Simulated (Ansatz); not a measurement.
Consider Tl in the hcp (Mg type) structure (space group P6_3/mmc, No. 194).

```yaml
crystal:
  lattice:
    - [3.52070, 0.00000, 0.00000]
    - [-1.76035, 3.04902, 0.00000]
    - [0.00000, 0.00000, 5.60254]
  atoms:
    - { symbol: Tl, position: [0.33333, 0.66667, 0.75000] }
    - { symbol: Tl, position: [0.66667, 0.33333, 0.25000] }
```

Calculations: r2SCAN (Ansatz, an electronic-structure program), without spin-orbit coupling, earlier PAW set.

One change was made to it. Results:

| quantity | base | after |
|---|---|---|
| c/a ratio | 1.591 | 1.651 |
| band gap | zero | zero |
| volume per atom | 30.07 Å³ | 31.01 Å³ |

Question: Which of these changes matches the shifts?
A) Tl → Pb
B) Tl → Al
C) Tl → In

Answer: A, Tl → Pb. For comparison, the volume per atom in the other runs: Tl → In gives 26.43 Å³; Tl → Al gives 16.00 Å³.

Stability against distortions was not tested. For In and Al in this form, whether it has been made was not checked. This is not the structure that Pb has at room temperature and ambient pressure. This is not the structure that In has at room temperature and ambient pressure. This is not the structure that Al has at room temperature and ambient pressure.
